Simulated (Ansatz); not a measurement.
W is modelled in the cubic space group Im-3m (No. 229), the bcc (W type) structure, Pearson symbol cI2. Lattice parameters: a = b = c = 3.155 Å, α = β = γ = 90.00°. W on 2a has 8 W at 2.732 Å and 6 W at 3.155 Å. (Neighbours: up to the widest gap in distance over summed covalent radii, below 1.35, at either atom.)
(The calculation used a cell of 1 atom; values per cell refer to that cell.)

The run noted for some of its cells that some bands missed the eigensolver's tolerance. Spin-orbit coupling is not included.

### Question
By how much do the lattice constants and the volume change from 300 K to 950 K (the quasi-harmonic free energy, PBEsol in Ansatz, a quantum-chemistry and plane-wave program), and how far does the bulk modulus soften?

### Answer
a by 0.32 %, the volume by 0.96 %; B_T goes from 318 to 304 GPa. Whether this phase is the stable one at each condition was not tested.
